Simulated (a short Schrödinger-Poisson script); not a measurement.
**Symmetric double-gate stack, SiO2 on p-type GaAs**

Structure: symmetric double-gate stack, SiO2 on p-type GaAs, at 300 K.

| layer | material | thickness (nm) | Na (cm⁻³) |
|---|---|---|---|
| 1 | SiO2 | 1.4 | - |
| 2 | GaAs | 4 | 3e16 |
| 3 | SiO2 | 1.4 | - |

Constants are typed, rounded textbook-type inputs, not results; the design itself was drawn at random and stands for no fabricated device. SiO2: permittivity 3.9, conduction-band edge (eV) 3.17, gap (eV) 9, electron mass (mₑ) 0.5. GaAs: permittivity 12.9, conduction-band edge (eV) 0, gap (eV) 1.424, Nv at 300 K (cm⁻³) 9e18.

Channel valleys (confinement mass, in-plane density-of-states mass, number): Γ 0.067, 0.067, 1. At the gates, both at one voltage, the conduction-band edge of layer 1 lies 3.61 eV − eVg above the Fermi level of the channel. Gaps are held at their typed values at every temperature. Mesh 0.03 nm at interfaces.

From a short Schrödinger-Poisson script (our own, NumPy): 1D Poisson equation in equilibrium, electrons quantum, Hartree (BenDaniel-Duke, 12 states a valley, the channel's in-plane mass for all, wave functions free to enter the dielectric), parabolic valleys, classical holes, full ionisation, no traps, pinning or gate leakage.

```tsv
Vg (V)	electrons (cm⁻²)	C (μF/cm²)	Γ E0 (meV)	Γ E1 (meV)
0.3	9.66e6	< 0.003	290.2	818.6
0.5	2.11e10	0.127	91.0	619.4
0.7	1.53e12	2.03	-51.2	474.1
0.9	4.18e12	2.16	-149.4	370.5
1.1	6.88e12	2.17	-245.9	268.4
1.3	9.59e12	2.17	-342.5	166.3
1.5	1.23e13	2.25	-438.3	65.2
1.7	1.55e13	2.78	-520.6	-22.4
1.9	1.91e13	2.94	-586.6	-93.8
```

Gate voltages with under 1e6 electrons/cm² are left out.

Subbands count from the Fermi level. The capacitance is that of both gates.

Above a few 1e12 electrons/cm² a light Γ valley is non-parabolic and upper valleys begin to fill, which the model leaves out.
